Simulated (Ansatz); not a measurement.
Hypothetical P4_2/mnm GaN, carrier doping

The reference is GaN (space group P4_2/mnm, No. 136; a hypothetical phase, not in the database extracts checked).

```yaml
crystal:
  lattice:
    - [5.47037, 0.00000, 0.00000]
    - [0.00000, 5.47037, 0.00000]
    - [0.00000, 0.00000, 3.18290]
  atoms:
    - { symbol: Ga, position: [0.32061, 0.67939, 0.00000] }
    - { symbol: Ga, position: [0.67939, 0.32061, 0.00000] }
    - { symbol: Ga, position: [0.82061, 0.82061, 0.50000] }
    - { symbol: Ga, position: [0.17939, 0.17939, 0.50000] }
    - { symbol: N, position: [0.31752, 0.31752, 0.00000] }
    - { symbol: N, position: [0.68248, 0.68248, 0.00000] }
    - { symbol: N, position: [0.18248, 0.81752, 0.50000] }
    - { symbol: N, position: [0.81752, 0.18248, 0.50000] }
```

Carriers are added at fixed cell with a uniform background; the Fermi–Dirac width is that of 300 K.

The values are results of PBEsol in Ansatz (plane waves to 420 eV, PAW, no spin-orbit coupling), not measurements.

Notes on the quantities. Fermi level from band edge: Fermi level relative to the doped band's edge (positive inside the band; to 0.05 eV).

```json
[
 {"change": "undoped", "Fermi level from band edge": "–", "gap between the host's bands": "1.87 eV", "largest internal atomic displacement": "–"},
 {"change": "electrons 5.0×10^21 cm⁻³", "Fermi level from band edge": "+2.15 eV", "gap between the host's bands": "1.77 eV", "largest internal atomic displacement": "0.011 Å"},
 {"change": "electrons 7.0×10^21 cm⁻³", "Fermi level from band edge": "+2.30 eV", "gap between the host's bands": "1.74 eV", "largest internal atomic displacement": "0.018 Å"},
 {"change": "electrons 1.0×10^22 cm⁻³", "Fermi level from band edge": "?", "gap between the host's bands": "?", "largest internal atomic displacement": "?"},
 {"change": "electrons 2.0×10^22 cm⁻³", "Fermi level from band edge": "+2.75 eV", "gap between the host's bands": "1.49 eV", "largest internal atomic displacement": "0.071 Å"},
 {"change": "holes 5.0×10^21 cm⁻³", "Fermi level from band edge": "+0.35 eV", "gap between the host's bands": "2.00 eV", "largest internal atomic displacement": "–"},
 {"change": "holes 7.0×10^21 cm⁻³", "Fermi level from band edge": "+0.40 eV", "gap between the host's bands": "2.05 eV", "largest internal atomic displacement": "–"},
 {"change": "holes 1.0×10^22 cm⁻³", "Fermi level from band edge": "+0.55 eV", "gap between the host's bands": "2.12 eV", "largest internal atomic displacement": "0.014 Å"},
 {"change": "holes 2.0×10^22 cm⁻³", "Fermi level from band edge": "+0.75 eV", "gap between the host's bands": "2.37 eV", "largest internal atomic displacement": "0.032 Å"}
]
```

### Question
Complete the table.

### Answer

- electrons 1.0×10^22 cm⁻³, Fermi level from band edge: +2.45 eV
- electrons 1.0×10^22 cm⁻³, gap between the host's bands: 1.68 eV
- electrons 1.0×10^22 cm⁻³, largest internal atomic displacement: 0.028 Å

Carriers are added with a uniform compensating background; total energy and stress of such cells depend on the potential's zero and are not compared; many-body gap narrowing is missing at this level. Stability against distortions was not tested.

Ansatz is an electronic-structure program.
